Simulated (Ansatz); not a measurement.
The starting structures come from a database of crystals and need not be the phases stable at ambient conditions.

Data:

```
In2ZnTe4
1.0
    6.20931     0.00000     0.00000
    0.00000     6.20931     0.00000
    3.10466    -3.10466     6.24766
Zn In Te
1 2 4
Direct
  0.00000   0.00000   0.00000
  0.50000   0.50000   0.00000
  0.75000   0.75000   0.50000
  0.60743   0.91402   0.26182
  0.91402   0.13075   0.73818
  0.13075   0.34780   0.26182
  0.34780   0.60743   0.73818
```

Space group of this cell: I-4. The cell is taken as given; by PBEsol its mean pressure is -1.0 GPa.

Transport runs along the normal of the first two printed cell vectors, the (001) plane of the conventional cell.

The gap is the functional's own. No spin-orbit coupling. Mid-gap values are interpolated on the energy grid.

Problem. Estimate the band gap and the smallest decay constant κ at mid-gap that Ansatz (an electronic-structure program) with PBEsol returns for this system.

Solution. Gap 0.85 eV on a 6×6×6 mesh; κ = 0.078 1/Å, at the zone centre.
